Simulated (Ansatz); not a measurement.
**A computed series for NiGe: pressure series**

Take NiGe (space group Pnma, No. 62; a = 5.407 Å, b = 3.473 Å, c = 5.847 Å; non-magnetic) as the base.

Cell and atoms are relaxed at each pressure.

All numbers come from PBE/PAW in Ansatz (a program for electronic structure), without spin-orbit coupling.

Notes on the quantities. enthalpy: H = E + PV relative to the base's energy.

| variant | shortest interatomic distance | density | enthalpy |
|---|---|---|---|
| base | 2.354 Å | 7.94 g/cm³ | – |
| pressure 3 GPa | 2.342 Å | 8.12 g/cm³ | +0.25 eV/atom |
| pressure 7 GPa | 2.328 Å | 8.33 g/cm³ | +0.59 eV/atom |
| pressure 15 GPa | 2.305 Å | 8.70 g/cm³ | +1.22 eV/atom |
| pressure 30 GPa | 2.273 Å | 9.28 g/cm³ | +2.36 eV/atom |

Load acts through the strain it causes; cell and atoms are relaxed under it. Stability against distortions was not tested. No other phases were tried under pressure. Seeded moments were not kept for the base. All final runs are without spin polarisation.
